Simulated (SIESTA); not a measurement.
SIESTA run on Sb (R-3m, 2 atoms in the cell): relaxation of cell and atoms.

Computed with GGA PBE, numerical atomic orbitals TZP, PseudoDojo PBE standard norm-conserving potentials (rewritten from UPF to PSML) in SIESTA 5.4.2.

```
CELL_PARAMETERS angstrom
      3.89204    -2.11944     0.00000
      3.89204     2.11944     0.00000
      2.73789     0.00000     3.48483
ATOMIC_POSITIONS crystal
  Sb 0.23350 0.23350 0.23350
  Sb 0.76650 0.76650 0.76650
```

Reference input (self-consistent single point, DFT, GGA PBE, numerical atomic orbitals TZP, PseudoDojo PBE standard norm-conserving potentials (rewritten from UPF to PSML)): XC.functional = GGA; XC.authors = PBE; potentials = PseudoDojo PBE standard; PAO.BasisSize = TZP; PAO.EnergyShift = 0.01 Ry; MeshCutoff = 400 Ry; kgrid.MonkhorstPack = 8 8 8; OccupationFunction = FD; ElectronicTemperature = 0.1 eV; MaxSCFIterations = 150; SCF.Mixer.Method = Broyden; SCF.Mixer.Weight = 0.2. This run's input differs from it in these lines:

```diff
@@ -40,2 +40,7 @@
 Diag.ParallelOverK           true
+MD.TypeOfRun                 CG
+MD.Steps                     40
+MD.MaxForceTol               0.02 eV/Ang
+MD.VariableCell              true
+MD.MaxStressTol              0.05 GPa
 WriteForces                  true
```

Output, abridged:

```
        iscf     Eharris(eV)        E_KS(eV)     FreeEng(eV)     dDmax    Ef(eV) dHmax(eV)
   scf:    1    -4947.372353    -4946.597166    -4946.609187  1.154010 -2.670110  2.695465
   scf:    2    -4946.781234    -4946.691804    -4946.703483  0.023735 -2.736412  1.950201
   scf:    3    -4946.853134    -4946.786062    -4946.796803  0.047891 -2.906078  0.128665
   scf:    4    -4946.788228    -4946.787260    -4946.798131  0.003365 -2.907901  0.025944
   scf:    5    -4946.787362    -4946.787350    -4946.798313  0.001222 -2.904061  0.007134
   scf:    6    -4946.787353    -4946.787351    -4946.798317  0.000293 -2.902575  0.005228
   scf:    7    -4946.787353    -4946.787352    -4946.798319  0.000275 -2.901561  0.001743
   scf:    8    -4946.787352    -4946.787352    -4946.798320  0.000090 -2.901264  0.000405
SCF Convergence by DM+H criterion
max |DM_out - DM_in|         :     0.0000898309
max |H_out - H_in|      (eV) :     0.0004052915
SCF cycle converged after 8 iterations

Using DM_out to compute the final energy and forces

siesta: E_KS(eV) =            -4946.7874

siesta: E_KS - E_eggbox =     -4946.7874

siesta: Atomic forces (eV/Ang):
     1    0.703845   -0.000000    0.233111
     2   -0.703845   -0.000000   -0.233111
   Tot    0.000000   -0.000000    0.000000
   Max    0.703845
   Res    0.428073    sqrt( Sum f_i^2 / 3N )
   Max    0.703845    constrained

Stress tensor Voigt[x,y,z,yz,xz,xy] (kbar):      -60.48      -72.33      -71.03       -0.00        3.92       -0.00
(Free)E + p*V (eV/cell)    -4944.3603
Target enthalpy (eV/cell)    -4946.7983

siesta: Stress tensor (static) (eV/Ang**3):
   [... lines left out ...]
siesta: Pressure (static):         67.94198642  kBar
siesta: Pressure (total):         67.94198642  kBar
No target stress found, assuming hydrostatic MD.TargetPressure.
Target stress (kBar)
outcell: Cell volume (Ang**3)        :     63.1644
        iscf     Eharris(eV)        E_KS(eV)     FreeEng(eV)     dDmax    Ef(eV) dHmax(eV)
siesta: Pressure (static):         -0.34613744  kBar
siesta: Pressure (total):         -0.34613744  kBar
outcell: Cell volume (Ang**3)        :     63.1644
siesta: FreeEng =     -4946.925065
   [... lines left out ...]
siesta:     0.000269    0.000000    0.000028
siesta:     0.000000    0.000185    0.000000
siesta:     0.000028    0.000000    0.000194

siesta: Cell volume =         63.164402 Ang**3

siesta: Pressure (static):
siesta:                Solid            Molecule  Units
siesta:          -0.00000235         -0.00000539  Ry/Bohr**3
siesta:          -0.00021604         -0.00049507  eV/Ang**3
siesta:          -0.34613744         -0.79319643  kBar
```

The run converged. 

Summary of the result:
| Property | Value |
|---|---|
| Free energy E − TS | -4946.9251 eV |
| Fermi level (on the code's own zero) | -3.18 eV |
| Pressure | -0.03 GPa |
| Largest force (vector length) | 0.009 eV/Å |
| Final cell | a = 4.5774 Å, b = 4.5774 Å, c = 4.5774 Å, α = 57.02°, β = 57.02°, γ = 57.02° |
| Final volume per atom | 31.58 Å³ |
| Relaxation steps | 19 |

The starting cell has typed, rounded lattice constants, without a prior relaxation at this level. Its lattice was rescaled by a random factor within 2.5 % of one. Values carry the incompleteness of an atom-centred basis.

Cost on one core of a shared machine: roughly 3 min.
